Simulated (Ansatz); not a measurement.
We consider antifluorite Mg2C (high-pressure phase), described by PBE0 (plane waves, PAW; Ansatz, a program for electronic structure).

Numerical settings: plane-wave cutoff 520 eV, 8×8×8 k mesh, scalar-relativistic PAW data made under PBE.

Computed at the level's own relaxed cell.

Hill averages of the elastic tensor: K = 100.2 GPa, G = 89.2 GPa. Volume 13.212 Å³/atom, mean atomic mass 20.207 u.

Q: Work out the density, the sound velocities of a polycrystal and the elastic Debye temperature at this level.

A: ρ = 1.66054 × 20.207/13.212 = 2.540 g/cm³. v_l = √[(K + 4G/3)/ρ] = 9.288 km/s and v_t = √(G/ρ) = 5.926 km/s. The mean follows from 3/v_m³ = 1/v_l³ + 2/v_t³: v_m = 6.513 km/s. Θ_D = (ħ/k_B) v_m (6π²/V)^(1/3) = 76.38 K Å s/km × 6.513 × 1.6488 Å⁻¹ = 820 K, counting all atoms of the cell.
